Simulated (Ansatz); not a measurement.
Consider BeSe in the zinc blende structure (space group F-43m, No. 216; a = 5.129 Å). Axes: x, y, z lie along the cube axes.

The values are results of PBEsol/PAW in Ansatz (a program for electronic structure), spin-orbit coupling left out, not measurements.

Before the change:

| Item | Value |
|---|---|
| Pressure | 0.0 kbar |
| Band gap | 2.47 eV |

Perturbation: uniaxial strain ε_zz = −1.50 %, all other strain components held at zero, atoms relaxed at fixed cell.

Problem. What happens to the pressure, energy relative to the base and band gap?

Solution. The pressure (mean of the normal stresses, compression positive) goes from zero to 12.3 kbar; the energy increases by 1.6 meV/atom; the band gap drops by 0.16 eV to 2.31 eV.

Whether these cells are dynamically stable was not tested.
